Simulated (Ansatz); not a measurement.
Ansatz (an electronic-structure program) run on Sn (Pm-3m, 1 atom in the cell): relaxation of cell and atoms.

Method of the run: PBE-D3BJ (plane waves, PAW; Ansatz).

```
Sn
1.0
    3.12329     0.00000     0.00000
    0.00000     3.12329     0.00000
    0.00000     0.00000     3.12329
Sn
1
Direct
  0.00000   0.00000   0.00000
```

Reference input (self-consistent single point, DFT, PBE, plane waves, default PAW files): basis.ecutwfc = 30.9 Ry; kpoints.mp_grid.grid = 14 14 14; hamiltonian.xc = pbe; hamiltonian.pseudopotentials = {kind: paw} (the program's default PAW files); scf.occupations.method = fermi_dirac; scf.occupations.width = 0.0073 Ry. This run's input differs from it in these lines:

```diff
@@ -14,2 +14,3 @@
   xc: pbe
+  dispersion: d3bj
   pseudopotentials: { kind: paw }
@@ -17,2 +18,4 @@
   occupations: { method: fermi_dirac, width: 0.0073 Ry }
+relax:
+  cell: {}
 output:
```

The program printed (abridged):

```
   [... SCF lines of the steps left out ...]
relax step   1: F+E_penalty+E_count = -6024.49379915 eV  Δ(F+E_penalty+E_count) = +0.000e0 eV  max|allowed force component| = 0.000e0 eV/Å  Δτ_max = 0.0000 Å  P = -3.283 GPa  Ω = 30.467 Å³  (6 SCF iters, dr2 threshold 1.00e-7 eV, accepted)
relax step   2: F+E_penalty+E_count = -6024.51801243 eV  Δ(F+E_penalty+E_count) = -2.421e-2 eV  max|allowed force component| = 0.000e0 eV/Å  Δτ_max = 0.0000 Å  P = +0.637 GPa  Ω = 27.919 Å³  energy of the carried Pulay correction = +4.251e-4 eV  (5 [...]
relax step   3: F+E_penalty+E_count = -6024.51858346 eV  Δ(F+E_penalty+E_count) = -5.710e-4 eV  max|allowed force component| = 0.000e0 eV/Å  Δτ_max = 0.0000 Å  P = -0.096 GPa  Ω = 28.304 Å³  energy of the carried Pulay correction = +3.586e-4 eV  (3 [...]
relax step   4: F+E_penalty+E_count = -6024.51860784 eV  Δ(F+E_penalty+E_count) = -2.438e-5 eV  max|allowed force component| = 0.000e0 eV/Å  Δτ_max = 0.0000 Å  P = -0.002 GPa  Ω = 28.253 Å³  energy of the carried Pulay correction = +3.674e-4 eV  (3 [...]
relax step   5: F+E_penalty+E_count = -6024.51825689 eV  Δ(F+E_penalty+E_count) = +3.509e-4 eV  max|allowed force component| = 0.000e0 eV/Å  Δτ_max = 0.0000 Å  P = -0.005 GPa  Ω = 28.253 Å³  stress off target by 4.94e-3 GPa  SCF on the basis [...]
basis re-selected at this cell: Δ(F+E_penalty+E_count) = +3.509e-4 eV, ΔP = -0.003 GPa vs the last step
Stability not checked: this state was not tested for a lower state beside it, because too few of the mixer's solves of this state at the end of the SCF gave a …
Free energy (F): -6024.518257 eV
Internal energy: -6024.500773 eV  (E = F + TS)
E sigma→0 (E₀):  -6024.509515 eV
Entropy (-TS):   -0.017484 eV (-17.484 meV/atom)
Fermi energy:    10.014367 eV
--- Forces (eV/Å), atoms counted from 1 ---
  atom   1  Sn    -0.00000000    -0.00000000    -0.00000000
   [... lines left out ...]
to start a new deck from the relaxed geometry:
  cell:  # Å, volume = 28.2528 Å³
    - [3.0457011956273377, -2.1185229388259594e-33, 5.135813185032629e-34]
    - [-2.1185229388259594e-33, 3.0457011956273377, 0.0]
    - [5.135813185032629e-34, 0.0, 3.0457011956273377]
  atoms:
    - { symbol: Sn, position: [0.0, 0.0, 0.0] }
```

The run converged. 

Summary of the result:
```
Property                                                                           Value
-----------------------------------------------  ---------------------------------------
Free energy E − TS (on the zero of these files)                            -6024.5183 eV
Fermi level (on the code's own zero)                                            10.01 eV
Pressure                                                                        0.00 GPa
Dispersion energy                                                              -0.376 eV
Final cell                                       a = b = c = 3.046 Å, α = β = γ = 90.00°
Final volume per atom                                                           28.25 Å³
Relaxation steps                                                                       5
```

The starting cell was generated: these elements placed on a structure prototype, without a prior relaxation; it need not be a known phase or ordering of this composition. Its lattice was rescaled by a random factor within 2.5 % of one. The relaxation keeps the symmetry of its start, so its end need not be a minimum. Ansatz's pressure includes its estimate of the finite-basis (Pulay) stress.

Keys are those of Ansatz 0.2.
